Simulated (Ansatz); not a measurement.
Pressure series in AlN

The parent structure is AlN in the wurtzite structure (space group P6_3mc, No. 186).

AlN is taken in the hexagonal space group P6₃mc (No. 186), the wurtzite structure, Pearson symbol hP4. Lattice parameters: a = b = 3.1066 Å, c = 4.9780 Å, α = β = 90.00°, γ = 120.00°. Al on 2b has 4 N at 1.888–1.900 Å (tetrahedral). N on 2b is surrounded by 4 Al at 1.888–1.900 Å (tetrahedral). (Neighbours: up to the widest gap in distance over summed covalent radii, below 1.35, at either atom; cation-cation and far metal-metal contacts left out.)

Cell and atoms are relaxed at each pressure.

All numbers come from Kohn–Sham DFT with the r2SCAN functional, run in Ansatz (an electronic-structure program) with PAW and 500 eV plane waves, no spin-orbit coupling, earlier PAW set.

```tsv
pressure (GPa)	volume per atom (Å³/atom)
-2	10.503
-1	10.452
0	10.401
0.9	10.357
2.1	?
4.5	10.189
9	9.996
15	9.763
30	9.270
```

Question: Fit the third-order Birch–Murnaghan form P(V) = (3B₀/2)[(V₀/V)^(7/3) − (V₀/V)^(5/3)]·[1 + (3/4)(B₀′ − 4)((V₀/V)^(2/3) − 1)] (squares taken in P) to the rows shown and predict the withheld row.

Answer: Least squares on the printed values gives V₀ = 10.401 Å³/atom, B₀ = 210 GPa, B₀′ = 3.7; this predicts 10.300 Å³/atom, and the run gives 10.300 Å³/atom, in agreement.

Load acts through the strain it causes; cell and atoms are relaxed under it. No phonon test of stability was made. Measured, AlN leaves this structure (for rock salt) near 14 GPa (temperature not stated; as listed in Datta, Sujoy, Jana, Debnarayan, arXiv (2020)), on rising pressure, with hysteresis.
